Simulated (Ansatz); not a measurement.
Where the default PAW files enter, the runs use the earlier of Ansatz's two default sets.

Given:

```xyz
12
Lattice="5.0942 0.0000 0.0000 0.0000 5.1506 0.0000 0.8762 0.0000 5.2030" Properties=species:S:1:pos:R:3 pbc="T T T"
Hf     4.3077     2.7913     3.6832
Hf     1.6626     2.3593     1.5197
Hf     2.1007     0.2160     4.1212
Hf     3.8696     4.9346     1.0817
O      3.6694     1.3261     5.0915
O      2.3010     3.8245     0.1114
O      2.7390     3.9015     2.7129
O      3.2313     1.2492     2.4900
O      5.0493     3.4470     1.8015
O      0.9210     1.7036     3.4014
O      0.4829     0.8717     0.8000
O      5.4874     4.2789     4.4030
```

Space group of this cell: P2_1/c. The cell is taken as given; by r2SCAN its mean pressure is 3.9 GPa.

All values below come from r2SCAN (plane waves, PAW; Ansatz, an electronic-structure program).

The current runs along the normal of the first two printed vectors; no spin-orbit coupling. Scaled by the factor s: all lengths (ions clamped). Meshes 6×6×6 and 6×6 across the current in all rows.

| s | mean pressure (GPa) | slowest mid-gap decay constant κ (1/Å) |
|---|---|---|
| 0.98 | 22.4 | ? |
| 1.00 | 3.9 | 0.436 |
| 1.02 | -10.4 | 0.421 |

Problem. Take the slope of the slowest mid-gap decay constant κ against ln s from the two given rows, extrapolate to s = 0.98, and say what the run there gives.

Solution. Slope = (0.421 − 0.436) / ln 1.02 = -0.757 1/Å. The line gives 0.436 + (-0.757) × ln 0.98 = 0.451 1/Å. The run gives 0.451 1/Å, as the line does.
